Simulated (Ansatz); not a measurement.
Migration of O vacancy in rutile SnO2 in several charge states. Computed with PBE, PAW (plane waves to 420 eV; Ansatz, an electronic-structure program).

Barriers are those of the lowest checked hop between equivalent sites, from the lowest site run (climbing-image NEB, static, fixed cells, no finite-size terms; on the finer meshes named, energies are single points at the band's geometries). One hop need not carry long-range diffusion, and untried routes could be lower. Saddle orders were checked for a part of the study's bands only and are not shown. Vacancies start on their lattice site; split forms were not set up. Charge states are imposed.

```
State                                  Route  Hop (Å)  Barrier (eV)                     Cell
---------  ---------------------------------  -------  ------------  -----------------------
charge 0   a nearby O jumps into the vacancy     2.88          1.60  72 sites, 2×2×2 shifted
charge +2  a nearby O jumps into the vacancy     2.37           ___  72 sites, 2×2×2 shifted
```

Q: What belongs in the gaps?

A: 
- charge +2, Barrier (eV): 1.09
